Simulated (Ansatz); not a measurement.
Method: PBE (plane waves to 420 eV, PAW; Ansatz, a program for electronic structure).

Electrostatic potential energy of an electron, averaged over planes parallel to the surface, in eV from the highest filled level, for the (110) surface of beta Ga2O3 in its 1x1 cell (cut with top plane Ga, bottom plane Ga), relaxed from an ideal cut (the real face may reconstruct), outermost plane spacing 0.50 Å in the ideal cut (one of several cuts of this face), with 1.33 Ga a cell over the bulk's ratio:

(z (Å), V (eV)): (3.72, 5.89); (4.01, 5.89); (4.30, 5.89); (4.58, 5.89); (4.87, 5.89); (5.16, 5.88); (5.44, 5.87); (5.73, 5.85); (6.02, 5.81); (6.30, 5.73); (6.59, 5.56); (6.88, 5.20); (7.16, 4.45); (7.45, 3.50); (7.73, 2.72); (8.02, 1.90); (8.31, -0.22); (8.59, -2.16); (8.88, -2.60); (9.17, -3.10); (9.45, -4.43); (9.74, -5.41); (10.03, -4.33); (10.31, -3.63); (10.60, -3.97); (10.89, -3.49); (11.17, -3.07); (11.46, -3.63); (11.74, -4.56); (12.03, -4.10); (12.32, -4.02); (12.60, -4.93); (12.89, -4.55); (13.18, -3.34); (13.46, -2.95); (13.75, -3.50); (14.04, -2.95); (14.32, -3.34); (14.61, -4.55); (14.90, -4.93); (15.18, -4.02); (15.47, -4.10); (15.76, -4.56); (16.04, -3.63); (16.33, -3.07); (16.61, -3.49); (16.90, -3.97); (17.19, -3.63); (17.47, -4.33); (17.76, -5.41); (18.05, -4.43); (18.33, -3.10); (18.62, -2.60); (18.91, -2.16); (19.19, -0.22); (19.48, 1.90); (19.77, 2.72); (20.05, 3.50); (20.34, 4.45); (20.62, 5.20); (20.91, 5.56); (21.20, 5.73); (21.48, 5.81); (21.77, 5.85); (22.06, 5.87); (22.34, 5.88); (22.63, 5.89); (22.92, 5.89); (23.20, 5.89); (23.49, 5.89); (23.78, 5.89)

Slab: 38 atoms, Ga16O22, 11.0 Å thick at the start; k 5x4x1, smearing 0.025 eV, dipole-corrected; all atoms relaxed; start symmetry kept, larger cells not searched; no spin, no spin-orbit, no U.

The vacuum level lies 5.89 eV above the highest filled level over the top face and 5.89 eV above it under the bottom face.
